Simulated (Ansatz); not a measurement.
Defect: interstitial H in rock-salt PbTe, charge state +1. Level of theory: PBE, PAW (plane waves to 420 eV; Ansatz, a quantum-chemistry and plane-wave program).

64-site cell at the relaxed PBE lattice, one k-point at (0.250, 0.250, 0.250), smearing 0.01 eV, spin-restricted, no finite-size correction. Static, classical nuclei. Spin-orbit coupling is left out. The charge state is imposed; whether it is stable for some Fermi level was not computed. Sites that were not tried may lie lower.

Barriers: single points on a 2×2×2 k-point mesh shifted by half a step at the bands' geometries.

The step: a direct jump of one H atom; the atom moves 1.36 Å along (0.14, 0.15, 0.00) of the unit cell; the moving atom starts with neighbours Te at 1.71 Å and ends with Te at 1.71 Å.

### Question
What is the computed migration barrier of this step (PBE, PAW)?

### Answer
0.11 eV, the same both ways. At the saddle the moving atom has neighbours 2 Te at 2.03 Å. The saddle point's order was not checked, and it lies on a symmetry element of the cell, where a band can be held.
